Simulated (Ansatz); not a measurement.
The parent structure is Au in the fcc (Cu type) structure (space group Fm-3m, No. 225; a = 4.048 Å; relaxed with 0.1 eV smearing). Axes: x, y, z lie along the cube axes.

All numbers come from Ansatz (a quantum-chemistry and plane-wave program), LDA, PAW, cutoff 420 eV, no spin-orbit coupling.

Before the change:

- Shortest interatomic distance = 2.862 Å
- Pressure = 0.0 GPa

The change: a pure shear with ε_xy = ε_yx = 0.0171; the atoms relax in the strained cell.

Question: What happens to the shortest interatomic distance, energy relative to the base and pressure?

Answer: The shortest interatomic distance drops by 0.049 Å to 2.813 Å; the energy increases by 2.3 meV/atom; the pressure (mean of the normal stresses, compression positive) goes from zero to 0.2 GPa.

Whether these cells are dynamically stable was not tested.
